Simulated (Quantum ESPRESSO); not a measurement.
A self-consistent single point of ZnSe (F-43m, 2 atoms in the cell) with Quantum ESPRESSO.

Computed with LDA (PZ), GBRV 1.5 ultrasoft (LDA) pseudopotentials (plane waves; Quantum ESPRESSO 7.5).

```
CELL_PARAMETERS angstrom
      0.00000     2.83500     2.83500
      2.83500     0.00000     2.83500
      2.83500     2.83500     0.00000
ATOMIC_POSITIONS crystal
  Zn 0.00000 0.00000 0.00000
  Se 0.25000 0.25000 0.25000
```

Reference input (self-consistent single point, DFT, PBE, plane waves, SSSP 1.1.2 efficiency (PBE) pseudopotentials): ecutwfc = 50 Ry; ecutrho = 400 Ry; occupations = smearing; smearing = fd; degauss = 0.000734986 Ry; potentials = {Zn: Zn_pbe_v1.uspp.F.UPF, Se: Se_pbe_v1.uspp.F.UPF}; K_POINTS = automatic 10 10 10 0 0 0; conv_thr = 1e-10 Ry. This run's input differs from it in these lines:

```diff
@@ -14,3 +14,3 @@
    ecutwfc = 50,
-   ecutrho = 400,
+   ecutrho = 250,
    occupations = 'smearing',
@@ -23,4 +23,4 @@
 ATOMIC_SPECIES
-Zn    65.3800  Zn_pbe_v1.uspp.F.UPF
-Se    78.9710  Se_pbe_v1.uspp.F.UPF
+Zn    65.3800  zn_lda_v1.uspp.F.UPF
+Se    78.9710  se_lda_v1.uspp.F.UPF
 CELL_PARAMETERS alat
```

Output, abridged:

```
     Self-consistent Calculation

     iteration #  1     ecut=    50.00 Ry     beta= 0.70

     Threshold (ethr) on eigenvalues was too large:
     Diagonalizing with lowered threshold

     total energy              =    -504.49568346 Ry
     estimated scf accuracy    <       0.06984212 Ry

     iteration #  2     ecut=    50.00 Ry     beta= 0.70

     total energy              =    -504.50954947 Ry
     estimated scf accuracy    <       0.07072232 Ry

     iteration #  3     ecut=    50.00 Ry     beta= 0.70

     total energy              =    -504.52516088 Ry
     estimated scf accuracy    <       0.00151370 Ry

   [... 3 blocks of this kind left out ...]

     iteration #  7     ecut=    50.00 Ry     beta= 0.70

     total energy              =    -504.52547779 Ry
     estimated scf accuracy    <          5.9E-09 Ry

     iteration #  8     ecut=    50.00 Ry     beta= 0.70
     End of self-consistent calculation

     the Fermi energy is     6.5852 ev

!    total energy              =    -504.52547780 Ry
     estimated scf accuracy    <          2.2E-11 Ry
     smearing contrib. (-TS)   =       0.00000000 Ry
     internal energy E=F+TS    =    -504.52547780 Ry

     convergence has been achieved in   8 iterations

     Forces acting on atoms (cartesian axes, Ry/au):

     atom    1 type  1   force =     0.00000000    0.00000000    0.00000000
     atom    2 type  2   force =     0.00000000    0.00000000    0.00000000

     Total force =     0.000000     Total SCF correction =     0.000000

          total   stress  (Ry/bohr**3)                   (kbar)     P=      -35.96
  -0.00024445   0.00000000   0.00000000          -35.96        0.00        0.00
   0.00000000  -0.00024445  -0.00000000            0.00      -35.96       -0.00
  -0.00000000  -0.00000000  -0.00024445           -0.00       -0.00      -35.96

   JOB DONE.
```

The run converged in 8 iterations. Against the reference run the pressure goes from 1.87 to -3.60 GPa and the gap on the mesh goes from 1.278 to 1.020 eV.

The starting cell has typed, rounded lattice constants, without a prior relaxation at this level. With a pressure of about -4 GPa the cell is away from its equilibrium volume at this level.
